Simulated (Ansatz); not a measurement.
Here is the system:

```
CELL_PARAMETERS angstrom
      3.10433     0.00000     0.00000
      1.55217     2.68843     0.00000
      0.00000     0.00000     9.98109
ATOMIC_POSITIONS crystal
  Si 0.00000 0.00000 0.50079
  Si 0.00000 0.00000 0.00079
  Si 0.33333 0.33333 0.25068
  Si 0.66667 0.66667 0.75068
  C  0.00000 0.00000 0.31244
  C  0.00000 0.00000 0.81244
  C  0.33333 0.33333 0.06172
  C  0.66667 0.66667 0.56172
```

No spin polarisation.

Computed with LDA in Ansatz (plane waves to 420 eV, PAW, scalar-relativistic without spin-orbit coupling). Γ-centred 12×12×4 mesh, Fermi–Dirac width 0.05 eV.

Task: Predict the pressure and band gap.

Result: 
- Pressure (mean of the normal stresses, compression positive) = -5.83 GPa
- Band gap = 2.13 eV

The cells carry an imposed strain or load. Stability against distortions was not tested. The cell was made from SiC (space group P6_3mc, No. 186) by this change: biaxial strain +1.50 %, plane normal [001], relaxed out of plane.

Ansatz is a quantum-chemistry and plane-wave program.
